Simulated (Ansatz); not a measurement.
We consider SiGe (model structure, started from the wurtzite type, P6₃mc, No. 186, 4 atoms in the cell), described by PBEsol (PAW; Ansatz, a first-principles code).

Run with plane-wave cutoff 500 eV, 12×12×6 k mesh (along the axes of the cell as run), Fermi–Dirac smearing 0.05 eV, scalar-relativistic PAW data made under PBE.

Cell (relaxed at this level):

```cif
data_Ge2Si2
_chemical_formula_sum 'Ge2 Si2'
_space_group_name_H-M_alt 'P63mc'
_space_group_IT_number 186
_space_group_name_Hall 'P 6c -2c'
_cell_length_a 3.90000
_cell_length_b 3.90000
_cell_length_c 6.44492
_cell_angle_alpha 90.000
_cell_angle_beta 90.000
_cell_angle_gamma 120.000
loop_
_atom_site_label
_atom_site_type_symbol
_atom_site_symmetry_multiplicity
_atom_site_Wyckoff_symbol
_atom_site_fract_x
_atom_site_fract_y
_atom_site_fract_z
_atom_site_occupancy
Ge1 Ge 2 b 0.33333 0.66667 0.49962 1
Si1 Si 2 b 0.33333 0.66667 0.12558 1
```

### Question
What does this level give for the band gap?

### Answer

band gap: 0.35 eV (on the SCF k mesh)

Note: the relaxation could raise the start's symmetry but not lower it, so the cell can be a saddle point.

Spin–orbit coupling is not included.

Static lattice: no zero-point or thermal effects.

It cost around 70 core-seconds (rough) of CPU time.

A model structure was made by putting elements into a prototype or built by hand; it is no filed structure, need not be a known phase, and can be a saddle point held by its symmetry.
